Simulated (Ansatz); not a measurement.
An Ansatz (a program for electronic structure) run: SnSe2 with a change (uniaxial strain ε_zz = +1.00 %); PBE-D3(BJ) (Ansatz; PAW; 420 eV plane waves; no SOC).

Input:

Ansatz 0.2 input:
```yaml
crystal:
  lattice:
    - [3.8401771751, 0, 0]
    - [-1.9200885875, 3.3256909886, 0]
    - [0, 0, 6.0666208275]
  atoms:
    - { symbol: Sn, position: [0, 0, 0] }
    - { symbol: Se, position: [0.3333333333, 0.6666666667, 0.2652983617] }
    - { symbol: Se, position: [0.6666666667, 0.3333333333, 0.7347016383] }
basis: { ecutwfc: 420, ecutrho_ratio: 4, xc_grid: 2, fft_grid_basis: typed }
kpoints: { mp_grid: { grid: [10, 10, 6] } }
hamiltonian:
  xc: pbe
  dispersion: d3bj
  pseudopotentials: { kind: paw }
scf: { occupations: { method: fermi_dirac, width: 0.05 }, convergence: { dr2_threshold: 0.0000000003 } }
relax: { f_tol: 0.005, max_steps: 50 }
output: { forces: true, stress: true }
checkpoint: { write: state.ck, write_every: 1000 }
```

Output (explanatory and most iteration lines left out):

```
Relaxation: its limit of steps is 50 (relax.max_steps)
Pseudopotential: Sn, paw, valence charge 14
Pseudopotential: Se, paw, valence charge 16
Crystal: 3 atoms, lattice volume = 77.478 Å³
Basis set: ecut = 420 eV, 1497 PW (Γ), exchange–correlation on 54×54×90 points (8 copies of the dense FFT grid, shifted against one another)
Bands: 28, of which v1, the nominal top of the filled ones, is band 23 counted from 1 (22 counted from 0)
Symmetry: 12 space group operations
Space group: P-3m1 (ITA 164), of the structure as read, at distance tolerance 4.3e-5 Å
k-points: 72 of 600
Functional: x = pbe(κ = 0.804, μ = 0.2195149727645171), c = pbe(β = 0.06672455060314922)
SCF iter   1: F=—  HF=-16964.420874 eV  |F-HF|=—  |Δ(HF+E_count)|=         —  Δρ=1.67e-3  dr2=2.82e-3  ethr=1.77e-3  ⟨swp⟩=6.5  Hψ=8931  notcnv=0
SCF iter   2: F=—  HF=-16964.419794 eV  |F-HF|=—  |Δ(HF+E_count)|=   1.08e-3  Δρ=7.30e-4  dr2=3.08e-4  ethr=6.13e-6  ⟨swp⟩=2.2  Hψ=4113  notcnv=0  defer=2
SCF 1 converged in 8 iterations: F = -16964.419929 eV  dr2 = 2.48e-10
relax step   1: F+E_penalty+E_count = -16964.41992940 eV  Δ(F+E_penalty+E_count) = +0.000e0 eV  max|allowed force component| = 1.324e-1 eV/Å  Δτ_max = 0.0000 Å  (8 SCF iters, accepted)
Crystal: 3 atoms, lattice volume = 77.478 Å³
SCF iter   1: F=—  HF=-16964.415565 eV  |F-HF|=—  |Δ(HF+E_count)|=         —  Δρ=2.67e-3  dr2=5.78e-3  ethr=1.37e-5  ⟨swp⟩=2.0  Hψ=7202  notcnv=0  defer=27
SCF iter   2: F=—  HF=-16964.414014 eV  |F-HF|=—  |Δ(HF+E_count)|=   1.55e-3  Δρ=1.22e-3  dr2=9.94e-4  ethr=1.26e-5  ⟨swp⟩=2.0  Hψ=2608  notcnv=0  defer=27
SCF 2 converged in 8 iterations: F = -16964.413799 eV  dr2 = 2.60e-10
relax step   2: F+E_penalty+E_count = -16964.41379919 eV  Δ(F+E_penalty+E_count) = +6.130e-3 eV  max|allowed force component| = 2.801e-1 eV/Å  Δτ_max = 0.0431 Å  (8 SCF iters, rejected (line search))
Crystal: 3 atoms, lattice volume = 77.478 Å³
SCF iter   1: F=—  HF=-16964.422660 eV  |F-HF|=—  |Δ(HF+E_count)|=         —  Δρ=1.85e-3  dr2=2.74e-3  ethr=5.88e-5  ⟨swp⟩=4.2  Hψ=4878  notcnv=0  defer=31
SCF iter   2: F=—  HF=-16964.421908 eV  |F-HF|=—  |Δ(HF+E_count)|=   7.52e-4  Δρ=8.36e-4  dr2=4.67e-4  ethr=5.96e-6  ⟨swp⟩=2.0  Hψ=2874  notcnv=0  defer=27
SCF 3 converged in 8 iterations: F = -16964.421815 eV  dr2 = 1.06e-10
relax step   3: F+E_penalty+E_count = -16964.42181527 eV  Δ(F+E_penalty+E_count) = -1.886e-3 eV  max|allowed force component| = 5.545e-3 eV/Å  Δτ_max = 0.0136 Å  (8 SCF iters, accepted)
Crystal: 3 atoms, lattice volume = 77.478 Å³
SCF iter   1: F=—  HF=-16964.421817 eV  |F-HF|=—  |Δ(HF+E_count)|=         —  Δρ=3.75e-5  dr2=1.15e-6  ethr=2.46e-8  ⟨swp⟩=2.2  Hψ=3774  notcnv=0  defer=27
SCF iter   2: F=—  HF=-16964.421819 eV  |F-HF|=—  |Δ(HF+E_count)|=   1.51e-6  Δρ=1.69e-5  dr2=1.90e-7  ethr=2.50e-9  ⟨swp⟩=2.0  Hψ=2761  notcnv=0  defer=27
SCF 4 converged in 5 iterations: F = -16964.421819 eV  dr2 = 1.63e-10
relax step   4: F+E_penalty+E_count = -16964.42181852 eV  Δ(F+E_penalty+E_count) = -3.251e-6 eV  max|allowed force component| = 1.118e-4 eV/Å  Δτ_max = 0.0006 Å  (5 SCF iters, accepted)
SCF converged after 5 iterations
Free energy (F): -16964.421819 eV
Internal energy: -16964.421582 eV  (E = F + TS)
E sigma→0 (E₀):  -16964.421700 eV
Entropy (-TS):   -0.000237 eV (-0.079 meV/atom)
Fermi energy:    8.435397 eV
  E_disp       = -1.080766  (pairwise vdW)
--- Forces (eV/Å), atoms counted from 1 ---
  atom   1  Sn    -0.00000000     0.00000000    -0.00000000
  atom   2  Se     0.00000000    -0.00000000     0.00011179
  atom   3  Se    -0.00000000     0.00000000    -0.00011179
--- Stress (GPa, compression-positive) ---
       -0.167684       0.000000       0.000000
        0.000000      -0.167684      -0.000000
        0.000000      -0.000000      -0.286400
  P = ⅓ Tr σ = -0.2073 GPa (-2.073 kbar)
--- Relaxed structure (4 steps of the walk, 3 accepted, 0 SCFs on fresh bases) ---
  atoms:
    - { symbol: Sn, position: [2.118750366040934e-35, -1.5080903728021196e-36, -1.5211786889701582e-35] }
    - { symbol: Se, position: [0.33333333333333337, 0.6666666666666667, 0.2629549922307834] }
    - { symbol: Se, position: [0.6666666666666665, 0.33333333333333337, 0.7370450077692169] }
```

Stability against distortions was not tested. The cell was made from SnSe$_{2}$ in the CdI2 type structure (space group P-3m1, No. 164; layered, stacked along the Cartesian z axis) by this change: uniaxial strain ε_zz = +1.00 %.
